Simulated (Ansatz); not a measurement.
A computed series for SrTiO3: response to strain

Base system: SrTiO3 in the cubic perovskite structure (space group Pm-3m, No. 221; a = 3.891 Å).

Strains are applied to the cell and any free atomic positions relax.

Calculations: PBEsol (Ansatz, a first-principles code), scalar-relativistic without spin-orbit coupling.

Candidates:
(a) isotropic strain −3.00 %
(b) isotropic strain −1.20 %
(c) isotropic strain −2.40 %

Before the change:

| Quantity | Result |
|---|---|
| Band gap | 1.85 eV |

Q: Order them by band gap, highest first.

A: (a) isotropic strain −3.00 % (2.01 eV), (c) isotropic strain −2.40 % (1.98 eV), (b) isotropic strain −1.20 % (1.92 eV)

Stability against distortions was not tested. All final runs are without spin polarisation. Many cubic perovskites are stable only at high temperature; tilts and polar distortions were not tested.
